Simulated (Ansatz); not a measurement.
LaOF (P4/nmm, No. 129, 6 atoms in the cell; start mp-7100) was calculated with PBE0 in Ansatz (PAW).

Numerical settings: plane-wave cutoff 460 eV, 6×6×4 k mesh (along the axes of the cell as run), Fermi–Dirac smearing 0.01 eV, scalar-relativistic PAW data made under PBE.

Cell (relaxed with PBEsol):

LaFO is modelled in the tetragonal space group P4/nmm, origin choice 1 (No. 129), Pearson symbol tP6. Lattice parameters: a = 4.040 Å, b = 4.040 Å, c = 5.778 Å, α = 90.00°, β = 90.00°, γ = 90.00°. La on 2c has 4 O at 2.375 Å and 4 F at 2.602 Å (cubic). O on 2b is coordinated by 4 La at 2.375 Å (tetrahedral). F on 2a has 4 La at 2.602 Å (tetrahedral). (Neighbours: up to the widest gap in distance over summed covalent radii, below 1.35, at either atom; cation-cation and far metal-metal contacts left out.)

Task: Estimate the band gap, smallest direct gap on the k points sampled and direct gap at Γ that the calculation returns.

Result: 
- band gap = 7.19 eV
- smallest direct gap on the k points sampled = 7.26 eV
- direct gap at Γ = 7.76 eV

Note: cell and atoms aren't relaxed at this level (largest force component 0.09 eV/Å, pressure 2.7 GPa).

Spin–orbit coupling is not included.

Computed values are for the static lattice.

The result took around 8 core-minutes (rough).

A start named mp-… is a Materials Project structure, which need not be a measured phase.

Ansatz is a quantum-chemistry and plane-wave program.
